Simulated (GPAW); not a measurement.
Worked example: self-consistent single point of SiMo3 (Pm-3n, 8 atoms in the cell) in GPAW.

Computed with LDA (Perdew-Wang 92), GPAW PAW datasets LDA (gpaw-data 1.0.1) (plane waves; GPAW 25.7.0).

```xyz
8
Lattice="4.8897 0.0000 0.0000 0.0000 4.8897 0.0000 0.0000 0.0000 4.8897" Properties=species:S:1:pos:R:3 pbc="T T T"
Si     2.4449     2.4449     2.4449
Si     0.0000     0.0000     0.0000
Mo     0.0000     2.4449     1.2224
Mo     0.0000     2.4449     3.6673
Mo     1.2224     0.0000     2.4449
Mo     3.6673     0.0000     2.4449
Mo     2.4449     1.2224     0.0000
Mo     2.4449     3.6673     0.0000
```

Reference input (self-consistent single point, DFT PBE, plane waves, GPAW PAW datasets PBE (gpaw-data 1.0.1)): mode = pw; ecut = 550 eV; xc = PBE; kpts = 5 5 5; mesh shift (steps) = 0 0 0; occupations.name = fermi-dirac; occupations.width = 0.136 eV; nbands = -14; convergence.forces = 0.001 eV/Å; symmetry.symmorphic = false; symmetry.tolerance = 0.0005; maxiter = 120. This run's input differs from it in these lines:

```diff
@@ -19,3 +19,3 @@
 calc = GPAW(mode=PW(550),
-            xc='PBE',
+            xc='LDA',
             kpts=(5, 5, 5),
```

Its files differ too (potentials: GPAW PAW datasets LDA (gpaw-data 1.0.1)).

Output, abridged:

```
     iter     time        total  log10-change:
                         energy   eigst   dens  force
iter:   1 --:--:--   -94.931501
iter:   2 --:--:--   -94.493233   -0.38  -1.19
iter:   3 --:--:--   -90.451884   -0.15  -1.20
iter:   4 --:--:--   -90.493221   -1.28  -1.68
iter:   5 --:--:--   -97.977499   +0.10  -1.70
iter:   6 --:--:--   -90.405674   -0.14  -1.25
iter:   7 --:--:--   -90.402936   -1.38  -1.96
iter:   8 --:--:--   -90.402032c  -2.10  -1.90
iter:   9 --:--:--   -90.033305   -1.86  -1.82
iter:  10 --:--:--   -89.989551   -2.25  -2.17
iter:  11 --:--:--   -89.996657c  -3.58  -2.38
iter:  12 --:--:--   -89.967479c  -2.67  -2.38
   [... lines left out ...]
iter:  16 --:--:--   -89.965981c  -5.28  -3.84
iter:  17 --:--:--   -89.965984c  -6.84  -4.04c
iter:  18 --:--:--   -89.966092c  -4.98  -4.10c
iter:  19 --:--:--   -89.966005c  -6.06  -3.80
iter:  20 --:--:--   -89.965982c  -5.84  -4.02c
iter:  21 --:--:--   -89.965983c  -5.37  -4.23c
iter:  22 --:--:--   -89.965975c  -6.66  -3.99
iter:  23 --:--:--   -89.965979c  -6.43  -4.21c
iter:  24 --:--:--   -89.965999c  -5.90  -4.47c
iter:  25 --:--:--   -89.965981c  -6.76  -4.24c
iter:  26 --:--:--   -89.965978c  -6.89  -4.69c
iter:  27 --:--:--   -89.965983c  -7.52c -4.78c
iter:  28 --:--:--   -89.965981c  -8.26c -4.92c -15.92c
Converged after 28 iterations.

Dipole moment: (-0.000000, -0.000000, -0.000000) |e|*Ang

Energy contributions relative to reference atoms: (reference = -675836.304592)

Kinetic:        -63.408522
Potential:      +37.897866
External:        +0.000000
XC:             -62.730331
Entropy (-ST):   -0.213920
Local:           -1.618034
SIC:             +0.000000
--------------------------
Free energy:    -90.072941
Extrapolated:   -89.965981

Showing only first 2 kpts
 Kpt  Band  Eigenvalues  Occupancy
  0    44     14.28475    0.00025
  0    45     14.28475    0.00025
  0    46     14.28475    0.00025
  0    47     15.05987    0.00000

  1    44     13.65823    0.02500
  1    45     14.07050    0.00122
  1    46     14.07050    0.00122
  1    47     14.90659    0.00000

Fermi level: 13.06397

No gap
   [... lines left out ...]
  2 Mo    0.00000    0.00000    0.00000
  3 Mo    0.00000    0.00000   -0.00000
  4 Mo   -0.00000    0.00000    0.00000
  5 Mo    0.00000    0.00000    0.00000
  6 Mo    0.00000    0.00000    0.00000
  7 Mo    0.00000    0.00000    0.00000

Stress tensor:
     0.062016     0.000000     0.000000
     0.000000     0.062016     0.000000
     0.000000     0.000000     0.062016
Stress (GPa, Voigt): [9.9361 9.9361 9.9361 0.     0.     0.    ]
```

The run converged in 28 iterations. GPAW prints stress with tension positive. Against the reference run the pressure goes from 2.08 to -9.94 GPa.

The starting cell comes from a database of computed structures (which also holds hypothetical and non-ambient phases and stackings), without a prior relaxation at this level. Spin polarisation is off. With a pressure of about -10 GPa the cell is away from its equilibrium volume at this level.

Cost on one core of a shared machine: roughly 40 s.
